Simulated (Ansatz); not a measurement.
TbAg₂ (I4/mmm, No. 139), treated with LDA (Ansatz, an electronic-structure program, PAW).

Settings: plane-wave cutoff 500 eV, 20×20×20 k mesh, Fermi–Dirac smearing 0.1 eV, spin-polarised start, scalar-relativistic PAW data made under PBE.

Computed at the level's own relaxed cell.

Problem. Estimate the equilibrium volume per atom, equilibrium lattice constant a and lattice parameter c that the calculation returns.

Solution. 
* **equilibrium volume per atom**: 19.94 Å³/atom
* **equilibrium lattice constant a**: 3.622 Å
* **lattice parameter c**: 9.120 Å

The run finds no gap.

Note: the magnetic order was assumed, not searched for or taken from measurement; the 4f shell is treated without U or exact exchange, so its levels and filling can be wrong; the volume lies 6 % below that of the published cell.

Spin–orbit coupling is not included.

Computed values are for the static lattice.

Cost on a shared machine: around 40 core-minutes (rough).
